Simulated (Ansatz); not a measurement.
Sc in the hcp (Mg type) structure (space group P6_3/mmc, No. 194)

```yaml
crystal:
  lattice:
    - [3.27714, 0.00000, 0.00000]
    - [-1.63857, 2.83808, 0.00000]
    - [0.00000, 0.00000, 5.08539]
  atoms:
    - { symbol: Sc, position: [0.33333, 0.66667, 0.75000] }
    - { symbol: Sc, position: [0.66667, 0.33333, 0.25000] }
```

Calculations: plane-wave PAW DFT at the PBEsol level (Ansatz, a first-principles code, 420 eV), spin-orbit coupling left out. Γ-centred 16×16×9 mesh, Fermi–Dirac width 0.05 eV.

```yaml
volume_per_atom: 23.65 Å³
density: 3.16 g/cm³
band_gap: zero
total_energy: -2111.369 eV/atom (σ→0; compares only within this code and set-up)
```

No phonon test of stability was made. All final runs are without spin polarisation.
